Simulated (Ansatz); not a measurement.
Short convergence ladders for CaHg (P4mm, 2 atoms in the cell)

```
CELL_PARAMETERS angstrom
      3.77342     0.00000     0.00000
      0.00000     3.77342     0.00000
      0.00000     0.00000     3.77342
ATOMIC_POSITIONS crystal
  Ca 0.00000 0.00000 0.01325
  Hg 0.50000 0.50000 0.50000
```

Base method: PBEsol, default PAW files made with PBE (plane waves; Ansatz, an electronic-structure program).

Base settings: basis.ecutwfc = 420 eV; kpoints.mp_grid.grid = 9 9 9; hamiltonian.xc = pbesol; hamiltonian.pseudopotentials = {kind: paw} (the program's default PAW files); scf.occupations.method = gaussian; scf.occupations.width = 0.1 eV.

The count of work is k-points × plane waves × bands × iterations; it is no time. 

**The cutoff for other potential files**

Level: DFT, PBEsol, plane waves, harder PAW files (source: ansatz) made with PBE.

In this ladder: hamiltonian.pseudopotentials = {kind: paw, source: ansatz}.

The second cell is the first with its lattice scaled by 0.98.

The mesh stays at the base's, so the ladder's end is converged at best in this setting alone.

The first pressure column holds Ansatz's estimate of the finite-basis (Pulay) stress, which hides part of the cutoff error; the other is without it.

Only quantities that move along the ladder and can be compared are tabulated.

| basis.ecutwfc | free energy less the last step's (meV/atom) | energy of the compressed cell less the first (meV/atom) | pressure (GPa) | pressure without the Pulay estimate (GPa) | largest difference of a force vector from the last step's (eV/Å) | count of work / last |
|---|---|---|---|---|---|---|
| 310 eV | 5458.93 | -19.99 | -2.88 | -139.36 | 0.043 | 0.11 |
| 380 eV | 1242.18 | -11.19 | -1.72 | -43.25 | 0.002 | 0.14 |
| 485 eV | 99.96 | -5.45 | -1.65 | -6.72 | 0.000 | 0.21 |
| 585 eV | 5.21 | -4.88 | -1.62 | -2.01 | 0.000 | 0.28 |
| 690 eV | 0.55 | -4.83 | -1.62 | -1.62 | 0.000 | 0.35 |
| 830 eV | 0.35 | -4.83 | -1.62 | -1.62 | 0.000 | 0.47 |
| 1035 eV | 0.18 | -4.82 | -1.62 | -1.62 | 0.000 | 0.63 |
| 1380 eV | 0.00 | -4.82 | -1.62 | -1.62 | 0.000 | 1.0 |

Coarsest basis.ecutwfc that holds the pressure within 1 GPa of the last step, with all finer ones: 380 eV, at 0.14 of the last step's count of work; the step before is off by 1.3 GPa.

Coarsest basis.ecutwfc that holds the forces within 0.005 eV/Å of the last step, with all finer ones: 380 eV, at 0.14 of the last step's count of work; the step before is off by 0.043 eV/Å.

Coarsest basis.ecutwfc that holds the free energy within 2 meV/atom of the last step, with all finer ones: 690 eV, at 0.35 of the last step's count of work; the step before is off by 5.2 meV/atom.

The energy difference between the two cells stays within 1 meV/atom of the last step's from 485 eV on, the total only from 690 eV on: much of the error is common to both cells and cancels.

At the lowest cutoff the pressure without the Pulay estimate lies 138 GPa under the last step's, the usual sign of Pulay stress in an incomplete plane-wave basis.

**The relaxed cell against the cutoff**

On CaHg (Pm-3m, 2 atoms in the cell): atoms on their sites.

In this ladder: relax = cell and atoms.

The mesh stays at the base's, so the ladder's end is converged at best in this setting alone.

Only quantities that move along the ladder and can be compared are tabulated.

| basis.ecutwfc | relaxed volume (Å³/atom) | relaxation steps |
|---|---|---|
| 250 eV | 26.274 | 15 |
| 295 eV | 25.821 | 11 |
| 355 eV | 25.734 | 6 |
| 420 eV | 25.710 | 4 |
| 505 eV | 25.712 | 4 |
| 630 eV | 25.710 | 4 |
| 840 eV | 25.709 | 4 |

Coarsest basis.ecutwfc that holds the relaxed volume within 0.129 Å³/atom of the last step, with all finer ones: 295 eV; the step before is off by 0.57 Å³/atom.

At the lowest cutoff the cell relaxes to a volume 2.2 % larger than at the highest. Ansatz relaxes on a stress corrected for the finite basis.

On the base run: the starting cell comes from a database of computed structures (which also holds hypothetical and non-ambient phases and stackings), without a prior relaxation at this level. Its lattice was rescaled by up to half a per cent. One atom was moved a little off its site on purpose.

Left out of this page: 1 run of the series failed or unconverged.

Keys are those of Ansatz 0.2.
